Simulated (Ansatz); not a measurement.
Consider the following.

```xyz
2
Lattice="0.0000 2.6813 2.6813 2.6813 0.0000 2.6813 2.6813 2.6813 0.0000" Properties=species:S:1:pos:R:3 pbc="T T T"
Si     0.0000     0.0000     0.0000
Si     1.3407     1.3407     1.3407
```

No spin polarisation.

Calculations: r2SCAN (Ansatz, a quantum-chemistry and plane-wave program, PAW, no spin-orbit coupling). Γ-centred 10×10×10 mesh, Fermi–Dirac width 0.05 eV.

**Question.** Predict the band gap, gap character and hole mass.

**Answer.** 
* **Band gap**: 0.69 eV
* **Gap character**: indirect, Γ → Γ–X (87 % along)
* **Hole mass (degenerate bands, along [100])**: 0.19, 0.24, 0.24 mₑ (at Γ)

The cells carry an imposed strain or load. Masses are band curvatures over ±0.01 Å⁻¹ around the edge. Stability against distortions was not tested. The cell was made from Si in the diamond structure (space group Fd-3m, No. 227) by this change: isotropic strain −1.50 %.
